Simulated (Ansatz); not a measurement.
# Mo2InN (model structure, started from the MAX type, P6₃/mmc, No. 194, 8 atoms in the cell)

Method: PBE (PAW; Ansatz, a program for electronic structure).

Settings: plane-wave cutoff 520 eV, 24×24×4 k mesh (along the axes of the cell as run), Fermi–Dirac smearing 0.05 eV, no spin polarisation, scalar-relativistic PAW data made under PBE.

Cell (relaxed at this level):

```cif
data_In2Mo4N2
_chemical_formula_sum 'In2 Mo4 N2'
_space_group_name_H-M_alt 'P63/mmc'
_space_group_IT_number 194
_space_group_name_Hall '-P 6c 2c'
_cell_length_a 3.22258
_cell_length_b 3.22258
_cell_length_c 13.38924
_cell_angle_alpha 90.000
_cell_angle_beta 90.000
_cell_angle_gamma 120.000
loop_
_atom_site_label
_atom_site_type_symbol
_atom_site_symmetry_multiplicity
_atom_site_Wyckoff_symbol
_atom_site_fract_x
_atom_site_fract_y
_atom_site_fract_z
_atom_site_occupancy
In1 In 2 d 0.66667 0.33333 0.25000 1
Mo1 Mo 4 f 0.33333 0.66667 0.07461 1
N1 N 2 a 0.00000 0.00000 0.00000 1
```

```
Quantity          Result
---------------  -------
bulk modulus B0  150 GPa
```

Note: the run has no spin polarisation, so it can have missed a magnetic state; the bulk modulus is −V dP/dV from two relaxed cells at ±2 % in volume; the relaxation could raise the start's symmetry but not lower it, so the cell can be a saddle point.

Spin–orbit coupling is not included; it can open a gap where bands touch, and shift volumes and moduli.

A model structure was made by putting elements into a prototype or built by hand; it is no filed structure, need not be a known phase, and can be a saddle point held by its symmetry.
